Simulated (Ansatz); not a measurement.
Defect calculation: C on the Si site (C_Si) in 4H silicon carbide

The numbers are results of PBE, PAW (plane waves to 420 eV; Ansatz, an electronic-structure program), not measurements. Cell: 96 sites, 3×2×1; final energies on a 2×2×2 shifted mesh. Site at the start: the Si(k) site. Finite-size correction: monopole term and site-potential alignment. Dielectric constants: PBE linear response of the host. Host gap at this level: 2.23 eV. Finite-size and sampling errors can reach tenths of an eV here. The semilocal functional narrows the gap, so deep levels can fall outside it. Spin–orbit coupling is left out. Each state is the lowest found from its start.

Formation energies E_f are given with the Fermi level at the valence-band maximum. Chemical conditions: C-rich (Δμ(C) = 0.00 eV, Δμ(Si) = -0.41 eV; only phases computed here count, gases as isolated molecules at 0 K); Si-rich (Δμ(C) = -0.41 eV, Δμ(Si) = 0.00 eV; only phases computed here count, gases as isolated molecules at 0 K). Reference phases: C: graphite, Si: silicon.

```csv
charge,moment (μB),largest move off a lattice site (Å),image correction with alignment (eV),"E_f, C-rich (eV)","E_f, Si-rich (eV)"
+1*,quenched,0.23,–,–,–
0,not spin-polarised,0.23,0.00,3.18,4.00
−1*,fractional,0.22,–,–,–
```

* At this level the carrier isn't localised at the defect: at charge +1 holes occupy the valence band; at charge −1 electrons occupy the conduction band. Such a state is shallow or no state of the defect, and this cell gives it no level.

Starting moments that weren't kept: charge +1 began with 1 μB and ended with 0.0.

No other site or start that was run ended lower by more than 0.1 eV.

Flagged in the runs: a host whose relaxation on this sampling wasn't shown to rest, a strain field that reaches the edge of the cell.
